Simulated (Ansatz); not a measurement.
Base system: MgS in the rock salt structure (space group Fm-3m, No. 225; a = 5.1820 Å).

Calculations: plane-wave PAW DFT at the PBEsol level (Ansatz, a quantum-chemistry and plane-wave program, 420 eV), scalar-relativistic without spin-orbit coupling.

Base values:

- Electron mass: 0.53 mₑ along k, 0.29 mₑ across (at X)

Modification: every lattice vector is stretched by 2.50 %; the atoms relax in the strained cell.

Task: What happens to the energy relative to the base?

Result: The energy grows by 22 meV/atom.

Task: What does the calculation give for the mean gap deformation potential ΔEg/Δln V after the change?

Result: The mean gap deformation potential ΔEg/Δln V is -2.0 eV.

Task: What happens to the electron mass?

Result: The electron mass becomes 0.52 mₑ along k, 0.29 mₑ across (at X) (base: 0.53 mₑ along k, 0.29 mₑ across (at X)).

Effective masses come from finite differences of ±0.01 Å⁻¹. Along k means along the line from Γ to the band edge. Gaps are Kohn–Sham eigenvalue differences; semilocal functionals usually give less than the measured gap. Whether these cells are dynamically stable was not tested.
